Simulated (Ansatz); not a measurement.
The starting structures come from a database of crystals and need not be the phases stable at ambient conditions.

 Where the default PAW files enter, the runs use the earlier of Ansatz's two default sets.

Crystal: Sr$_{2}$MgWO$_{6}$ (Fm-3m, not sure to be the ambient phase, 10 atoms a cell, 12.9 Å³ an atom, -9 GPa at this level); planes in its conventional cell.

Calculation: PBEsol (plane waves, PAW; Ansatz, a program for electronic structure).

The gap is the functional's own. No spin-orbit coupling. Mid-gap values are interpolated on the energy grid.

```tsv
plane	area of the cell (Å²)	mid-gap κ (1/Å)	largest κ in the gap (1/Å)
(001)	32.2	0.38	0.38
(111)	27.9	?	?
(110)	45.6	?	?
```

Q: The slowest decay depends on the direction. Supply the withheld values.

A: 
- (111), mid-gap κ (1/Å): 0.33
- (111), largest κ in the gap (1/Å): 0.34
- (110), mid-gap κ (1/Å): 0.30
- (110), largest κ in the gap (1/Å): 0.30
